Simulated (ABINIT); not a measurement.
Input and output of a self-consistent single point for TaCuS2 (P6_3mc, 8 atoms in the cell) (ABINIT).

Level of theory: PBEsol, PAW (JTH v2.0 PBE PAW, files made for PBE) (plane waves; ABINIT).

The change in words: lattice scaled by 0.98. Reference geometry:
```xyz
8
Lattice="3.3711 0.0000 0.0000 -1.6855 2.9194 0.0000 0.0000 0.0000 13.3313" Properties=species:S:1:pos:R:3 pbc="T T T"
Ta     1.6855     0.9731     9.9454
Ta     0.0000     1.9463     3.2798
Cu     1.6855     0.9731    12.8490
Cu     0.0000     1.9463     6.1833
S      1.6855     0.9731     4.8842
S      0.0000     1.9463    11.5498
S      0.0000     1.9463     8.3959
S      1.6855     0.9731     1.7303
```

Reference input (self-consistent single point, DFT, PBEsol, plane waves, PAW (JTH v2.0 PBE PAW, files made for PBE)): pseudos = [Ta.GGA_PBE-JTH.xml, Cu.GGA_PBE-JTH.xml, S.GGA_PBE-JTH.xml]; ecut = 60 Ry; pawecutdg = 120 Ry; pawxcdev = 0; ixc = -116133; occopt = 3; tsmear = 0.1 eV; ngkpt = 8 8 2; nshiftk = 1; shiftk = 0 0 0; potentials = JTH v2.0 PBE PAW; nband = 55. This run's input differs from it in these lines:

```diff
@@ -5,5 +5,5 @@
 rprim
-         6.3704373014   -0.0000001067    0.0000000000
-        -3.1852185583    5.5169605896    0.0000000000
-         0.0000000000    0.0000000000   25.1925058852
+         6.2430283664   -0.0000001484    0.0000000000
+        -3.1215140546    5.4066212361    0.0000000000
+         0.0000000000    0.0000000000   24.6886557675
 natom 8
@@ -13,10 +13,10 @@
 xcart
-         3.1852186815    1.8389867920   18.7941132405
-         0.0000000616    3.6779736908    6.1978602979
-         3.1852186815    1.8389867920   24.2810410223
-         0.0000000616    3.6779736908   11.6847880797
-         3.1852186815    1.8389867920    9.2297783812
-         0.0000000616    3.6779736908   21.8260313238
-         0.0000000616    3.6779736908   15.8659882815
-         3.1852186815    1.8389867920    3.2697353388
+         3.1215142261    1.8022069797   18.4182309757
+         0.0000000857    3.6044141079    6.0739030919
+         3.1215142261    1.8022069797   23.7954202019
+         0.0000000857    3.6044141079   11.4510923181
+         3.1215142261    1.8022069797    9.0451828135
+         0.0000000857    3.6044141079   21.3895106973
+         0.0000000857    3.6044141079   15.5486685158
+         3.1215142261    1.8022069797    3.2043406321
 ecut 60 Ry
```

Log, with long lists cut:

```
--- !BeginCycle
solver: {iscf: 17, nstep: 100, nline: 4, wfoptalg: 10, }
tolerances: {tolvrs: 1.00E-11, }
...

     iter   Etot(hartree)      deltaE(h)  residm     nres2
 ETOT  1  -537.67305477852    -5.377E+02 2.345E+01 1.438E+02
 ETOT  2  -556.15607643212    -1.848E+01 1.945E-01 3.445E+02
 ETOT  3  -555.45609464254     7.000E-01 1.078E-01 1.400E+02
 ETOT  4  -555.37258672895     8.351E-02 4.926E-02 6.821E+01
 ETOT  5  -555.26637548612     1.062E-01 3.499E-02 1.065E+01
   [... 13 lines left out ...]
 ETOT 19  -555.23288979182    -4.093E-12 2.734E-05 3.668E-10
 ETOT 20  -555.23288979182     2.387E-12 2.479E-05 6.375E-11
 ETOT 21  -555.23288979182     3.411E-12 2.608E-05 1.888E-11
 ETOT 22  -555.23288979182     3.411E-13 2.245E-05 2.847E-12
 At SCF step   22       nres2   =  2.85E-12 < tolvrs=  1.00E-11 =>converged.

 Cartesian components of stress tensor (hartree/bohr^3)
  sigma(1 1)= -1.20510350E-04  sigma(3 2)=  0.00000000E+00
  sigma(2 2)= -1.20510351E-04  sigma(3 1)=  0.00000000E+00
  sigma(3 3)= -1.67281547E-04  sigma(2 1)= -4.60746274E-13

 ----iterations are completed or convergence reached----

 reduced coordinates (array xred) for    8 atoms
       0.666666666662      0.333333333324      0.746019999999
       0.333333333329      0.666666666657      0.246019999999
       0.666666666662      0.333333333324      0.963820000001
       0.333333333329      0.666666666657      0.463820000001
       0.666666666662      0.333333333324      0.366369999998
       0.333333333329      0.666666666657      0.866369999998
   [... lines left out ...]
 Fermi (or HOMO) energy (hartree) =   0.26222   Average Vxc (hartree)=  -0.42948
   [... lines left out ...]
'-kT*entropy'       : -4.38999490785474E-04
total_energy        : -5.55232889329996E+02
total_energy_eV     : -1.51086552832554E+04
...

-Cartesian components of stress tensor (GPa)         [Pressure=  4.0042E+00 GPa]
- sigma(1 1)= -3.54553631E+00  sigma(3 2)=  0.00000000E+00
- sigma(2 2)= -3.54553633E+00  sigma(3 1)=  0.00000000E+00
- sigma(3 3)= -4.92159220E+00  sigma(2 1)= -1.35556211E-08

 Calculation completed.
```

The run converged in 22 iterations. Against the reference run the free energy goes down by 4.7 meV/atom, the pressure goes from -5.35 to 4.00 GPa and the largest force goes from 0.148 to 0.383 eV/Å.

The starting cell comes from a database of computed structures (which also holds hypothetical and non-ambient phases and stackings), without a prior relaxation at this level. For this run, on top of that: lattice scaled by 0.98. Spin polarisation is off. The potentials were made for another functional than the one used. With a pressure of about 4 GPa the cell is away from its equilibrium volume at this level.

Cost on one core of a shared machine: roughly 8 min.
